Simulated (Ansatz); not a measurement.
## HfN, response to strain

Start from HfN in the rock salt structure (space group Fm-3m, No. 225; a = 4.468 Å; relaxed with 0.1 eV smearing). Axes: x, y, z lie along the cube axes.

Strains are applied to the cell and any free atomic positions relax.

Method: LDA in Ansatz (plane waves to 420 eV, PAW, without spin-orbit coupling).

Notes on the quantities. pressure: mean of the normal stresses, compression positive; energy relative to the base: free energy F.

| case | pressure | energy relative to the base | volume per atom |
|---|---|---|---|
| base | 0.0 GPa | 0 meV/atom | 11.15 Å³ |
| uniaxial strain ε_zz = −3.00 % | (withheld) | (withheld) | 10.82 Å³ |
| uniaxial strain ε_zz = −1.50 % | 4.9 GPa | +5.6 meV/atom | 10.98 Å³ |
| uniaxial strain ε_zz = −1.00 % | 3.2 GPa | +2.4 meV/atom | 11.04 Å³ |
| uniaxial strain ε_zz = −0.50 % | 1.5 GPa | +0.6 meV/atom | 11.10 Å³ |
| uniaxial strain ε_zz = +0.50 % | -1.5 GPa | +0.6 meV/atom | 11.21 Å³ |
| uniaxial strain ε_zz = +1.00 % | -2.9 GPa | +2.3 meV/atom | 11.26 Å³ |
| uniaxial strain ε_zz = +1.50 % | -4.2 GPa | +5.0 meV/atom | 11.32 Å³ |
| uniaxial strain ε_zz = +2.00 % | -5.5 GPa | +8.7 meV/atom | 11.37 Å³ |
| uniaxial strain ε_zz = +3.00 % | -7.8 GPa | +19 meV/atom | 11.49 Å³ |

Question: Some entries are withheld; estimate them.

Answer: 
- uniaxial strain ε_zz = −3.00 %, pressure: 10.5 GPa
- uniaxial strain ε_zz = −3.00 %, energy relative to the base: +24 meV/atom

Whether these cells are dynamically stable was not tested. The final runs are not spin-polarised. An odd electron count without spin: HfN.

Ansatz is an electronic-structure program.
